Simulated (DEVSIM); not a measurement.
Structure: TaN/HfO2/p-GaAs capacitor, at 300 K.

Layer 1 from the left is HfO2, thickness (nm) 6.10. Layer 2 from the left is GaAs, thickness (nm) 7900, Na (cm⁻³) 6.7e15.

Metal gate on the left, work function 4.4 eV. Fixed charge at the semiconductor interface 0 cm⁻² (in units of +e); no interface traps.

Constants are typed, rounded textbook-type inputs, not results; the design itself was drawn at random and stands for no fabricated device. Values at 300 K.

HfO2: gap (eV) 5.7, affinity (eV) 2.5, permittivity 22. GaAs: gap (eV) 1.424, affinity (eV) 4.07, permittivity 12.9, Nc (cm⁻³) 4.7e17, Nv (cm⁻³) 9e18.

Simulated with DEVSIM: 1D Poisson equation in equilibrium, Boltzmann statistics, complete ionisation; no quantum confinement or tunnelling. Metal contacts follow the ideal Schottky-Mott rule: no Fermi-level pinning, no interface dipoles.

### Question
What does the simulation give for the threshold voltage (band bending 2φF), the minimum of the low-frequency capacitance?

### Answer
threshold voltage (band bending 2φF) 0.24 V; minimum of the low-frequency capacitance 0.0251 μF/cm².
